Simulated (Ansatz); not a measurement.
## PbF2 (space group Pnma, No. 62)

```cif
data_F8Pb4
_chemical_formula_sum 'Pb4 F8'
_space_group_name_H-M_alt 'P 1'
_space_group_IT_number 1
_cell_length_a 6.40714
_cell_length_b 3.86413
_cell_length_c 7.66390
_cell_angle_alpha 90.000
_cell_angle_beta 90.000
_cell_angle_gamma 90.000
loop_
_space_group_symop_operation_xyz
  'x, y, z'
loop_
_atom_site_label
_atom_site_type_symbol
_atom_site_fract_x
_atom_site_fract_y
_atom_site_fract_z
_atom_site_occupancy
Pb1 Pb 0.25654 0.25000 0.89628 1
Pb2 Pb 0.74346 0.75000 0.10372 1
Pb3 Pb 0.24346 0.75000 0.39628 1
Pb4 Pb 0.75654 0.25000 0.60372 1
F1 F 0.47701 0.25000 0.15146 1
F2 F 0.52299 0.75000 0.84854 1
F3 F 0.02299 0.75000 0.65146 1
F4 F 0.97701 0.25000 0.34854 1
F5 F 0.64097 0.75000 0.43256 1
F6 F 0.35903 0.25000 0.56744 1
F7 F 0.85903 0.25000 0.93256 1
F8 F 0.14097 0.75000 0.06744 1
```

Calculations: Kohn–Sham DFT with the PBEsol functional, run in Ansatz (a program for electronic structure) with PAW and 420 eV plane waves, without spin-orbit coupling. k-mesh 4×7×4 (Γ-centred); smearing 0.05 eV (Fermi–Dirac).

```yaml
volume_per_atom: 15.81 Å³
density: 8.58 g/cm³
band_gap: 4.22 eV, indirect, Y–Γ (29 % along) → Γ
electron_mass: 0.94 mₑ along a, 0.86 mₑ along b, 0.81 mₑ along c
total_energy: -4452.400 eV/atom (σ→0; compares only within this code and set-up)
```

With Pb present, leaving out spin-orbit coupling can change the band edges. Effective masses come from finite differences of ±0.01 Å⁻¹. Stability against distortions was not tested.
